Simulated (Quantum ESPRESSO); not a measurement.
Input and output of a self-consistent single point for Sr3AlAs3 (Cmce, 28 atoms in the cell) (Quantum ESPRESSO).

Method of the run: LDA (PZ), GBRV 1.5 ultrasoft (LDA) pseudopotentials (plane waves; Quantum ESPRESSO).

```xyz
28
Lattice="9.8296 -3.3746 0.0000 9.8296 3.3746 0.0000 0.0000 0.0000 13.0385" Properties=species:S:1:pos:R:3 pbc="T T T"
Sr     9.8296    -2.1955     4.5517
Sr     9.8296     2.1955     8.4868
Sr     9.8296    -1.1792    11.0710
Sr     9.8296     1.1792     1.9675
Sr     6.3499    -1.2681     1.7092
Sr    13.3092     1.2681    11.3293
Sr    13.3092    -2.1065     8.2285
Sr     6.3499     2.1065     4.8100
Sr     6.3499     1.2681    11.3293
Sr    13.3092    -1.2681     1.7092
Sr    13.3092     2.1065     4.8100
Sr     6.3499    -2.1065     8.2285
Al    17.9924     0.0000     0.0000
Al     1.6667     0.0000     0.0000
Al    11.4963     0.0000     6.5193
Al     8.1629     0.0000     6.5193
As     9.8296    -1.9673     1.3304
As     9.8296     1.9673    11.7081
As     9.8296    -1.4074     7.8497
As     9.8296     1.4074     5.1888
As    12.9449     1.9991     1.5634
As     6.7142    -1.9991    11.4751
As     6.7142     1.3756     8.0827
As    12.9449    -1.3756     4.9558
As    12.9449    -1.9991    11.4751
As     6.7142     1.9991     1.5634
As     6.7142    -1.3756     4.9558
As    12.9449     1.3756     8.0827
```

Reference input (self-consistent single point, DFT, LDA (PZ), plane waves, GBRV 1.5 ultrasoft (LDA) pseudopotentials): ecutwfc = 40 Ry; ecutrho = 200 Ry; occupations = fixed; potentials = {Sr: sr_lda_v1.uspp.F.UPF, Al: al_lda_v1.uspp.F.UPF, As: as_lda_v1.uspp.F.UPF}; K_POINTS = automatic 2 2 1 0 0 0; nbnd = 102; conv_thr = 1e-10 Ry; mixing_beta = 0.4. This run's input differs from it in these lines:

```diff
@@ -13,3 +13,3 @@
    ecutwfc = 40,
-   ecutrho = 200,
+   ecutrho = 80,
    occupations = 'fixed',
```

Log, with long lists cut:

```
     Self-consistent Calculation

     iteration #  1     ecut=    40.00 Ry     beta= 0.40

     negative rho (up, down):  7.812E-01 0.000E+00

     total energy              =   -1348.43404680 Ry
     estimated scf accuracy    <       2.23562818 Ry

     iteration #  2     ecut=    40.00 Ry     beta= 0.40

     negative rho (up, down):  7.909E-01 0.000E+00

     total energy              =   -1348.82752015 Ry
     estimated scf accuracy    <       0.13851921 Ry

     iteration #  3     ecut=    40.00 Ry     beta= 0.40

     negative rho (up, down):  7.965E-01 0.000E+00

     total energy              =   -1348.85996201 Ry
     estimated scf accuracy    <       0.05123236 Ry

   [... 13 blocks of this kind left out ...]

     iteration # 17     ecut=    40.00 Ry     beta= 0.40

     negative rho (up, down):  8.022E-01 0.000E+00

     total energy              =   -1348.86861327 Ry
     estimated scf accuracy    <          1.5E-10 Ry

     iteration # 18     ecut=    40.00 Ry     beta= 0.40

     negative rho (up, down):  8.022E-01 0.000E+00
     End of self-consistent calculation

     highest occupied, lowest unoccupied level (ev):     5.4459    6.3604

!    total energy              =   -1348.86861327 Ry
     estimated scf accuracy    <          5.2E-12 Ry

     convergence has been achieved in  18 iterations

     negative rho (up, down):  8.022E-01 0.000E+00

     Forces acting on atoms (cartesian axes, Ry/au):

     atom    1 type  1   force =     0.00000000    0.00181815    0.00224219
     atom    2 type  1   force =     0.00000000   -0.00181815   -0.00224219
     atom    3 type  1   force =    -0.00000000   -0.00181815    0.00224219
     atom    4 type  1   force =     0.00000000    0.00181815   -0.00224219
     atom    5 type  1   force =    -0.00302692   -0.00030668   -0.00074940
   [... 19 lines left out ...]
   [... lines left out ...]
     Total force =     0.030839     Total SCF correction =     0.000007
   [... lines left out ...]

     negative rho (up, down):  8.022E-01 0.000E+00
          total   stress  (Ry/bohr**3)                   (kbar)     P=      -47.09
  -0.00032951   0.00000000   0.00000000          -48.47        0.00        0.00
   0.00000000  -0.00031547   0.00000000            0.00      -46.41        0.00
   0.00000000   0.00000000  -0.00031541            0.00        0.00      -46.40

   JOB DONE.
```

The run converged in 18 iterations. Against the reference run the free energy goes down by 2.9 meV/atom, the pressure goes from -5.09 to -4.71 GPa, the largest force hardly changes (0.219 to 0.223 eV/Å) and the gap on the mesh hardly changes (0.914 to 0.915 eV).

The starting cell comes from a database of computed structures (which also holds hypothetical and non-ambient phases and stackings), without a prior relaxation at this level. Its lattice was rescaled by a random factor within 2.5 % of one.

Cost on one core of a shared machine: roughly 7 min.
